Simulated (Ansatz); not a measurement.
## Short convergence ladders for Na (Im-3m, 1 atom in the cell)

```xyz
1
Lattice="-2.1406 2.1406 2.1406 2.1406 -2.1406 2.1406 2.1406 2.1406 -2.1406" Properties=species:S:1:pos:R:3 pbc="T T T"
Na     0.0000     0.0000     0.0000
```

Base method: PBE (plane waves, PAW; Ansatz, a program for electronic structure).

Base settings: basis.ecutwfc = 420 eV; kpoints.mp_grid.grid = 11 11 11; hamiltonian.xc = pbe; hamiltonian.pseudopotentials = {kind: paw} (the program's default PAW files); scf.occupations.method = fermi_dirac; scf.occupations.width = 0.1 eV.

**The width of Fermi-Dirac smearing**

In this ladder: kpoints.mp_grid.grid = 18 18 18.

Narrow widths need finer meshes than wide ones, so the last steps can hold mesh noise.

Only quantities that move along the ladder and can be compared are tabulated; pressure and forces are left out, as mesh noise rules them at narrow widths.

| scf.occupations.width | free energy less the last step's (meV/atom) | energy extrapolated to zero width less the last step's (meV/atom) |
|---|---|---|
| 1 eV | -750.65 | -48.39 |
| 0.5 eV | -196.52 | -3.67 |
| 0.3 eV | -70.18 | -0.07 |
| 0.2 eV | -30.00 | 0.30 |
| 0.1 eV | -5.89 | 0.12 |
| 0.05 eV | 0.00 | 0.00 |

Widest scf.occupations.width that holds the energy extrapolated to zero width within 1 meV/atom of the last step, with all finer ones: 0.3 eV; the step before is off by 3.7 meV/atom.

Widest scf.occupations.width that holds the free energy within 5 meV/atom: not settled: the last two steps still differ by 5.9 meV/atom, over half the tolerance, so the ladder does not show it.

The extrapolation to zero width removes most of the smearing's effect on the energy.

**The width of cold smearing**

In this ladder: kpoints.mp_grid.grid = 18 18 18; scf.occupations.method = cold.

Narrow widths need finer meshes than wide ones, so the last steps can hold mesh noise.

Only quantities that move along the ladder and can be compared are tabulated; pressure and forces are left out, as mesh noise rules them at narrow widths.

```tsv
scf.occupations.width	free energy less the last step's (meV/atom)
1 eV	-11.36
0.5 eV	-1.03
0.3 eV	0.05
0.2 eV	0.12
0.1 eV	0.07
0.05 eV	0.00
```

Widest scf.occupations.width that holds the free energy within 5 meV/atom of the last step, with all finer ones: 0.5 eV; the step before is off by 11 meV/atom.

On the base run: the starting cell has typed, rounded lattice constants, without a prior relaxation at this level. Its lattice was rescaled by up to half a per cent. Ansatz's pressure includes its estimate of the finite-basis (Pulay) stress.

Left out of this page: 4 runs of the series outside the window shown, repeating another row's setting, or not comparable.

Keys are those of Ansatz 0.2.
